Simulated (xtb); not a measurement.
xtb 6.7.1, GFN1-xTB: CC(C)CC(C)[O], charge 0, multiplicity 2, 20 atoms. The geometry is a generated start, not checked to be a minimum at this level.

```json
{
  "method": "GFN1-xTB",
  "--acc": "1 (default)",
  "--etemp (K)": "300 (default)",
  "detailed input (--input)": "none: ANC optimiser, Lindh (1995) Hessian, microcycle=20, maxdispl=1.0, hlow=0.01 (default)",
  "basis_functions": "54",
  "valence_electrons": "43"
}
```

```xyz
20

C     -1.6288     0.8358    -1.0579
C     -1.1325     0.5415     0.3549
C     -1.5841    -0.8239     0.8325
C      0.3915     0.6404     0.4755
C      1.1055    -0.4686    -0.3626
C      2.6166    -0.3571    -0.0481
O      0.6588    -1.6953    -0.0632
H     -1.2952     0.0659    -1.7477
H     -1.2594     1.7985    -1.4037
H     -2.7161     0.8599    -1.0756
H     -1.5413     1.3102     1.0274
H     -0.7853    -1.5313     0.4511
H     -2.5394    -1.1314     0.4187
H     -1.5884    -0.9114     1.9149
H      0.6760     0.5049     1.5202
H      0.7478     1.6128     0.1340
H      0.9556    -0.2292    -1.4356
H      2.9862     0.6193    -0.3479
H      2.7900    -0.5096     1.0133
H      3.1425    -1.1314    -0.6002
```

Charge 0 and multiplicity 2 are set for this test and not shown to be the ground state. GFN-xTB has no spin term: --uhf 1 sets the occupations alone.

The structure is relaxed from this start with --opt LEVEL for the levels crude, sloppy, loose, lax, normal, tight, vtight, extreme, once each. Up to the end of the extreme run atoms move by at most 0.44 Å along an axis.

Task: What is the loosest level that ends within 5 meV of the extreme run, and how many cycles does it take?

Result: sloppy: 18 cycles against 30, ending 2.5 meV above.

```csv
level,cycles,energy above the extreme run (meV),gradient norm (eV/Å)
crude,2,260,0.33
sloppy,18,2.5,0.14
loose,19,1.6,0.13
lax,21,0.57,0.11
normal,24,0.12,0.038
tight,26,0.017,0.012
vtight,30,under 0.01,0.0018
extreme,30,—,0.0018
```
